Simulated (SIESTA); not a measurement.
# Input and output of a self-consistent single point for K (Im-3m, 1 atom in the cell) (SIESTA)

Computed with GGA PBE, numerical atomic orbitals DZP, PseudoDojo PBE standard norm-conserving potentials (rewritten from UPF to PSML) (SIESTA 5.4.2).

The input file:

```
# files in the folder: K.psml (PseudoDojo PBE standard)
SystemName  K
SystemLabel K

NumberOfAtoms                1
NumberOfSpecies              1
%block ChemicalSpeciesLabel
  1 19 K
%endblock ChemicalSpeciesLabel
LatticeConstant              1.0 Bohr
%block LatticeVectors
    -5.013821354    5.013821354    5.013821354
     5.013821354   -5.013821354    5.013821354
     5.013821354    5.013821354   -5.013821354
%endblock LatticeVectors
AtomicCoordinatesFormat      Ang
%block AtomicCoordinatesAndAtomicSpecies
     0.000000000    0.000000000    0.000000000  1
%endblock AtomicCoordinatesAndAtomicSpecies

XC.functional                GGA
XC.authors                   PBE
PAO.BasisSize                DZP
PAO.EnergyShift              0.01 Ry
MeshCutoff                   300 Ry
%block kgrid.MonkhorstPack
    9   0   0  0.0
    0   9   0  0.0
    0   0   9  0.0
%endblock kgrid.MonkhorstPack
OccupationFunction           FD
ElectronicTemperature        0.1 eV

MaxSCFIterations             150
SCF.Mixer.Method             Pulay
SCF.Mixer.Weight             0.2
SCF.Mixer.History            8
SCF.DM.Tolerance             1.0E-05
Diag.ParallelOverK           true
WriteForces                  true
```

Log, with long lists cut:

```
reinit: Reading from file input.fdf

reinit: System Name: K
reinit: System Label: K

coor:   Atomic-coordinates input format  =     Cartesian coordinates
coor:                                          (in Angstroms)

siesta: Atomic coordinates (Bohr) and species
siesta:      0.00000   0.00000   0.00000  1        1

siesta: System type = bulk

initatomlists: Number of atoms, orbitals, and projectors:      1     9    18

siesta: ******************** Simulation parameters ****************************
redata: Spin configuration                          = none
redata: Time-Reversal Symmetry                      = T
redata: Number of Atomic Species                    =        1
redata: Mesh Cutoff                                 =   300.0000 Ry
redata: Net charge of the system                    =     0.0000 |e|
redata: Min. number of SCF Iter                     =        0
redata: Max. number of SCF Iter                     =      150
redata: SCF convergence failure will abort job
redata: SCF mix quantity                            = Hamiltonian
redata: Mix DM or H after convergence               =   F
redata: Recompute H after scf cycle                 =   F
redata: Mix DM in first SCF step                    =   T
redata: No kicks to SCF
redata: DM Mixing Weight for Kicks                  =     0.5000
redata: Require Harris convergence for SCF          =   F
redata: Harris energy tolerance for SCF             =     0.000100 eV
redata: Require DM convergence for SCF              =   T
redata: DM tolerance for SCF                        =     0.000010
redata: Require EDM convergence for SCF             =   F
redata: EDM tolerance for SCF                       =     0.001000 eV
redata: Require H convergence for SCF               =   T
redata: Hamiltonian tolerance for SCF               =     0.001000 eV
redata: Require (free) Energy convergence for SCF   =   F
redata: (free) Energy tolerance for SCF             =     0.000100 eV
redata: Using DFT-D3 dispersion                     =   F
redata: Using Saved Data (generic)                  =   F
redata: Method of Calculation                       = Diagonalization
redata: Electronic Temperature                      =  1160.4518 K
redata: Number of TDED substeps                     =        3
redata: Dynamics option                             = Single-point calculation
redata: Save all siesta data in one NC              =   F
redata: ***********************************************************************

%block SCF.Mixers
  Pulay
%endblock SCF.Mixers

%block SCF.Mixer.Pulay
  # Mixing method
  method pulay
  variant stable

  # Mixing options
  weight 0.2000
  weight.linear 0.2000
  history 8
%endblock SCF.Mixer.Pulay

DM_history_depth set to one: no extrapolation allowed by default for geometry relaxation
Size of DM history Fstack: 1
Total number of electrons:     9.000000
Total ionic charge:     9.000000

* ProcessorY, Blocksize:    1  10

* Orbital distribution balance (max,min):     9     9

 Kpoints in:          405 . Kpoints trimmed:          365

siesta: k-grid: Number of k-points = 365
siesta: k-points from Monkhorst-Pack grid
siesta: k-cutoff (effective) =    20.680 Ang
siesta: k-point supercell and displacements
siesta: k-grid:     9     0     0      0.000
siesta: k-grid:     0     9     0      0.000
siesta: k-grid:     0     0     9      0.000

diag: Algorithm                                     = D&C
diag: Parallel over k                               =   F
diag: Use parallel 2D distribution                  =   F
diag: Parallel block-size                           = 10
diag: Parallel distribution                         =     1 x     1
diag: Used triangular part                          = Lower
diag: Absolute tolerance                            =  0.100E-15
diag: Orthogonalization factor                      =  0.100E-05
diag: Memory factor                                 =  1.0000

superc: Internal auxiliary supercell:     5 x     5 x     5  =     125
superc: Number of atoms, orbitals, and projectors:    125   1125   2250

                        Single-point calculation

superc: Internal auxiliary supercell:     5 x     5 x     5  =     125
superc: Number of atoms, orbitals, and projectors:    125   1125   2250

outcell: Unit cell vectors (Ang):
       -2.653200    2.653200    2.653200
        2.653200   -2.653200    2.653200
        2.653200    2.653200   -2.653200

outcell: Cell vector modules (Ang)   :    4.595477    4.595477    4.595477
outcell: Cell angles (23,13,12) (deg):    109.4712    109.4712    109.4712
outcell: Cell volume (Ang**3)        :     74.7085
new_DM -- step:     1
Initializing Density Matrix...

Attempting to read DM from file... Failed...
DM filled with atomic data:

InitMesh: MESH = 40 x 40 x 40 = 64000
InitMesh: Mesh cutoff (required, used) =   300.000   314.088 Ry

stepf: Fermi-Dirac step function

        iscf     Eharris(eV)        E_KS(eV)     FreeEng(eV)     dDmax    Ef(eV) dHmax(eV)
   scf:    1     -817.473258     -817.105003     -817.126357  0.562686 -2.554731  1.987606
   scf:    2     -817.144773     -817.125214     -817.146576  0.019869 -2.579307  1.478797
   scf:    3     -817.168020     -817.148939     -817.170316  0.054210 -2.648900  0.026600
   scf:    4     -817.148663     -817.148818     -817.170203  0.004908 -2.660008  0.109070
   scf:    5     -817.149037     -817.148939     -817.170323  0.003916 -2.654853  0.000098
   scf:    6     -817.148939     -817.148939     -817.170323  0.000014 -2.654840  0.000271
mix: Pulay -- inversion failed, > SVD [rank/size] 3 / 5
   scf:    7     -817.148939     -817.148939     -817.170323  0.000010 -2.654848  0.000004

SCF Convergence by DM+H criterion
max |DM_out - DM_in|         :     0.0000095882
max |H_out - H_in|      (eV) :     0.0000041323
SCF cycle converged after 7 iterations

Using DM_out to compute the final energy and forces

siesta: E_KS(eV) =             -817.1489

siesta: E_KS - E_eggbox =      -817.1489

siesta: Atomic forces (eV/Ang):
     1    0.000000    0.000000    0.000000
   Tot    0.000000    0.000000    0.000000
   Max    0.000000
   Res    0.000000    sqrt( Sum f_i^2 / 3N )
   Max    0.000000    constrained

Stress tensor Voigt[x,y,z,yz,xz,xy] (kbar):       -1.15       -1.15       -1.15        0.00        0.00        0.00
(Free)E + p*V (eV/cell)     -817.1167
Target enthalpy (eV/cell)     -817.1703

siesta: Program's energy decomposition (eV):
siesta: Ebs     =      -183.669008
siesta: Eions   =      1544.345049
siesta: Ena     =       496.705640
siesta: Ekin    =       278.165223
siesta: Enl     =       113.564800
siesta: Eso     =         0.000000
siesta: Edftu   =         0.000000
siesta: DEna    =        11.304842
siesta: DUscf   =         0.149346
siesta: DUext   =         0.000000
siesta: Ex      =      -160.772986
siesta: Ec      =       -11.920755
siesta: Exc     =      -172.693741
siesta: Eharris =      -817.148939
siesta: Etot    =      -817.148939
siesta: FreeEng =      -817.170323

siesta: Stress tensor (static) (eV/Ang**3):
siesta:    -0.000718    0.000002    0.000002
siesta:     0.000002   -0.000718    0.000002
siesta:     0.000002    0.000002   -0.000718

siesta: Cell volume =         74.708490 Ang**3

siesta: Pressure (static):
siesta:                Solid            Molecule  Units
siesta:           0.00000782          0.00000782  Ry/Bohr**3
siesta:           0.00071815          0.00071815  eV/Ang**3
siesta:           1.15060347          1.15060347  kBar
```

The run converged in 7 iterations.

The starting cell has typed, rounded lattice constants, without a prior relaxation at this level. Its lattice was rescaled by up to half a per cent. Values carry the incompleteness of an atom-centred basis.
